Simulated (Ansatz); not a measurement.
A self-consistent single point of Sc3SnB (P4mm, 5 atoms in the cell) with Ansatz (an electronic-structure program).

Level of theory: PBEsol, default PAW files made with PBE (plane waves; Ansatz).

```
CELL_PARAMETERS angstrom
      4.64001     0.00000     0.00000
      0.00000     4.64001     0.00000
      0.00000     0.00000     4.64001
ATOMIC_POSITIONS crystal
  Sc 0.50000 0.00000 0.50000
  Sc 0.01078 0.50000 0.50000
  Sc 0.50000 0.50000 0.00000
  Sn 0.00000 0.00000 0.00000
  B  0.50000 0.50000 0.50000
```

Reference input (self-consistent single point, DFT, PBEsol, plane waves, default PAW files made with PBE): basis.ecutwfc = 420 eV; kpoints.mp_grid.grid = 7 7 7; hamiltonian.xc = pbesol; hamiltonian.pseudopotentials = {kind: paw} (the program's default PAW files); scf.occupations.method = fermi_dirac; scf.occupations.width = 0.1 eV. This run's input differs from it in these lines:

Ansatz 0.2 input:
```diff
@@ -16,3 +16,3 @@
   mp_grid:
-    grid: [7, 7, 7]
+    grid: [3, 3, 3]
 hamiltonian:
@@ -23,4 +23,3 @@
   occupations:
-    method: fermi_dirac
-    width: 0.1 eV
+    method: tetrahedron
 output:
```

Output, abridged:

```
SCF iter   1: F=—  HF=-12439.680163 eV  |F-HF|=—  |Δ(HF+E_count)|=         —  Δρ=3.77e-3  dr2=1.17e-2  ethr=1.77e-3  ⟨swp⟩=6.5  Hψ=830  notcnv=0
all-band conjugate gradients solve this SCF's bands
preconditioner: auto → Resta (q_TF=auto, 2.431 Å⁻¹)
SCF iter   2: F=—  HF=-12439.676626 eV  |F-HF|=—  |Δ(HF+E_count)|=   3.54e-3  Δρ=1.85e-3  dr2=3.53e-3  ethr=2.35e-5  ⟨swp⟩=3.7  Hψ=434  notcnv=0  defer=11
preconditioner: auto → Kerker (q_TF=auto, 2.431 Å⁻¹)
   [... lines left out ...]
SCF iter  97: F=—  HF=-12439.675802 eV  |F-HF|=—  |Δ(HF+E_count)|=   3.87e-5  Δρ=8.29e-4  dr2=7.82e-4  ethr=4.79e-8  ⟨swp⟩=1.0  Hψ=181  notcnv=0  defer=11  recentre
SCF iter  98: F=—  HF=-12439.675802 eV  |F-HF|=—  |Δ(HF+E_count)|=   7.10e-8  Δρ=8.29e-4  dr2=7.82e-4  ethr=4.79e-8  ⟨swp⟩=3.5  Hψ=490  notcnv=0
SCF iter  99: F=—  HF=-12439.675768 eV  |F-HF|=—  |Δ(HF+E_count)|=   3.43e-5  Δρ=2.03e-4  dr2=4.67e-5  ethr=4.79e-8  ⟨swp⟩=1.0  Hψ=397  notcnv=0
SCF iter 100: F=—  HF=-12439.675808 eV  |F-HF|=—  |Δ(HF+E_count)|=   4.02e-5  Δρ=8.43e-4  dr2=8.09e-4  ethr=4.79e-8  ⟨swp⟩=1.0  Hψ=413  notcnv=0  recentre
Error: did not converge after 100 iterations: dr2 = 8.09e-4 (threshold 1.00e-7), under the density mixer `msr1`, which `scf.mixing.algorithm: auto` chose by the deck's other keys (type `scf.mixing.algorithm: msr1` to keep it); raise `scf.max_iter`, which need not help a stalled SCF, or adjust the mixing (`scf.mixing`) or, under a smearing, its width (`scf.occupations.width`, in either direction: another width is another result); this SCF holds its density and magnetisation to the symmetry operations that it keeps, and cannot end on a state that breaks one of them: if the state sought breaks one, re-run with `crystal.symmetry.detect: false`, without `crystal.symmetry.time_reversal: [...]
```

The run ended unconverged after 100 iterations. 

The starting cell comes from a database of computed structures (which also holds hypothetical and non-ambient phases and stackings), without a prior relaxation at this level. Its lattice was rescaled by up to half a per cent. One atom was moved a little off its site on purpose.
